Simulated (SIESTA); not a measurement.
A user runs SIESTA on Mn2TeSe (R-3m, 4 atoms in the cell) and asks whether the run is sound. The aim is a self-consistent single point with DFT, GGA PBEsol, numerical atomic orbitals DZP, PseudoDojo PBEsol standard norm-conserving potentials (rewritten from UPF to PSML).

Cell that was meant: a = 7.0313 Å, b = 7.0313 Å, c = 7.0313 Å, α = 33.17°, β = 33.17°, γ = 33.17°.

Part of the input:

```
# files in the folder: Mn.psml Te.psml Se.psml (PseudoDojo PBEsol standard)
SystemName  Mn3TeSe
SystemLabel Mn2TeSe

NumberOfAtoms                5
NumberOfSpecies              3
%block ChemicalSpeciesLabel
  1 25 Mn
[...]
     0.000000000   -0.000000743   14.791108875  1
     0.000000000   -0.000000500    9.957513000  2
     0.000000000    0.000000000    0.000000000  3
    -0.020949428   -0.096315856   14.617078102  1
%endblock AtomicCoordinatesAndAtomicSpecies

XC.functional                GGA
[...]
  2 +4.00
  3 +0.00
  4 +0.00
  5 +4.00
%endblock DM.InitSpin

MaxSCFIterations             150
```

Output, abridged:

```
reinit: Reading from file input.fdf

reinit: System Name: Mn3TeSe
reinit: System Label: Mn2TeSe

NOTE on units for spin output:
   [... lines left out ...]
siesta: WARNING: Atoms   857   860 too close: rij =    0.200005 Ang
siesta: WARNING: Atoms   862   865 too close: rij =    0.200005 Ang
siesta: WARNING: Atoms   867   870 too close: rij =    0.200005 Ang
siesta: WARNING: Atoms   872   875 too close: rij =    0.200005 Ang
new_DM -- step:     1
Initializing Density Matrix...

Attempting to read DM from file... Failed...
DM filled with atomic data (user-defined):

InitMesh: MESH = 72 x 72 x 72 = 373248
InitMesh: Mesh cutoff (required, used) =   300.000   325.123 Ry

stepf: Fermi-Dirac step function
        iscf     Eharris(eV)        E_KS(eV)     FreeEng(eV)     dDmax    Ef(eV) dHmax(eV)
   scf:    1    -3950.103583    -5011.040510    -5011.138693 63.781555 -0.976457 77.581153
     spin moment: {S} , |S| = {        0.0        0.0    3.11272 }     3.11272
   scf:    2    -5092.322789    -5063.799367    -5063.867213  4.355868 -0.355340 50.663465
     spin moment: {S} , |S| = {        0.0        0.0    4.64300 }     4.64300
   scf:    3    -5112.310474    -5093.621625    -5093.709878  1.549123 -0.898455 20.158407
   [... lines left out ...]
     spin moment: {S} , |S| = {        0.0        0.0    4.25383 }     4.25383
   scf:   29    -5098.672556    -5098.672557    -5098.779138  0.000024 -1.343923  0.000024
     spin moment: {S} , |S| = {        0.0        0.0    4.25382 }     4.25382
   scf:   30    -5098.672556    -5098.672556    -5098.779138  0.000014 -1.343925  0.000022
     spin moment: {S} , |S| = {        0.0        0.0    4.25381 }     4.25381
   scf:   31    -5098.672556    -5098.672556    -5098.779138  0.000003 -1.343925  0.000019
     spin moment: {S} , |S| = {        0.0        0.0    4.25381 }     4.25381
SCF Convergence by DM+H criterion
max |DM_out - DM_in|         :     0.0000027819
max |H_out - H_in|      (eV) :     0.0000186978
SCF cycle converged after 31 iterations

Using DM_out to compute the final energy and forces

siesta: E_KS(eV) =            -5098.6726

siesta: E_KS - E_eggbox =     -5098.6726

siesta: Atomic forces (eV/Ang):
     1   -0.071893   -0.272424    2.527173
     2 8183.16428537613.80553067960.485497
     3    0.404444    1.951227   -7.508675
     4   -0.045228    1.513615    5.029453
     5-8183.442421************************
   Tot    0.009187    0.044431    0.007047
   Max67960.526401
   Res28520.200208    sqrt( Sum f_i^2 / 3N )
   Max67960.526401    constrained

   [... lines left out ...]
siesta: FreeEng =     -5098.779138
siesta: Cell volume =         92.649554 Ang**3
siesta:       89186.53989403       -501.52634088  kBar
   [... lines left out ...]

mulliken: Qtot =       36.373

Mulliken Atomic Populations:
Atom #   charge [q] valence [e]      Sz [e]  Species
     1     0.246600   14.753400    4.386337  Mn
     2    -1.866956   16.866956    0.187099  Mn
     3     0.940377   15.059623   -0.066259  Te
     4     1.227914   14.772086   -0.097075  Se
     5    -0.547935   15.547935   -0.156294  Mn
 Total    -0.000000                4.253809
```

Is anything amiss in this input, and did it matter?

The run is not sound. The fault is one atom entered twice. Two nuclei at or near one point give a huge ion-ion repulsion and overlapping cores, and the electron count is too high as well. To fix it, remove the duplicate atom. The run converged in 31 iterations without an error; against the sound input the pressure goes from -5.66 to 8919 GPa, the largest force goes from 0.141 to 78110 eV/Å and the size of the net moment goes from 2.34 to 0.85 μB/atom. The full log also holds: “siesta: WARNING: Atoms     2     5 too close: rij =    0.200005 Ang” and “siesta: WARNING: Atoms     7    10 too close: rij =    0.200005 Ang”.

An input that runs soundly differs in these lines (not the only fix; some lines may just follow from the change or write a value another way):
```diff
-SystemName  Mn3TeSe
+SystemName  Mn2TeSe
-NumberOfAtoms                5
+NumberOfAtoms                4
-    -0.020949428   -0.096315856   14.617078102  1
-  5 +4.00
```

With that input, the run converged in 17 iterations: free energy E − TS -12060.1605 eV; Fermi level (on the code's own zero) -3.42 eV; pressure -5.66 GPa; largest force (vector length) 0.141 eV/Å; size of the cell's spin moment 9.38 μB (DFT, GGA PBEsol, numerical atomic orbitals DZP, PseudoDojo PBEsol standard norm-conserving potentials (rewritten from UPF to PSML)).

On the sound input: the starting cell comes from a database of computed structures (which also holds hypothetical and non-ambient phases and stackings), without a prior relaxation at this level. Its lattice was rescaled by a random factor within 2.5 % of one. The magnetic order is the one reached from the typed start; others were not searched systematically. Values carry the incompleteness of an atom-centred basis. With a pressure of about -6 GPa the cell is away from its equilibrium volume at this level.
